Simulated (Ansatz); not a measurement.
Relaxation of the outer planes of the (110) surface of zinc-blende CdSe in its 1x1 cell (cut with top plane Cd + Se, bottom plane Cd + Se), outermost plane spacing 2.19 Å in the ideal cut.

Level of theory: PBE (plane waves to 420 eV, PAW; Ansatz, a first-principles code).

Model: 12-atom slab, Cd6Se6, 11.0 Å thick at the start, 6x4x1 mesh, Fermi-Dirac 0.025 eV, dipole correction, all atoms relaxed; held to the start's symmetry, so lower structures may exist; no spin, no spin-orbit, no U.

```tsv
plane	atoms	bulk spacing to the next (Å)	relaxed spacing (Å)	change (%)	rumpling (Å)
1	Cd + Se	2.191	___	___	___
2	Cd + Se	2.191	2.240	2.3	0.21 (Cd outermost)
```

Question: What belongs in the gaps?

Answer: 
- 1, relaxed spacing (Å): 1.977
- 1, change (%): -9.8
- 1, rumpling (Å): 0.72 (Se outermost)
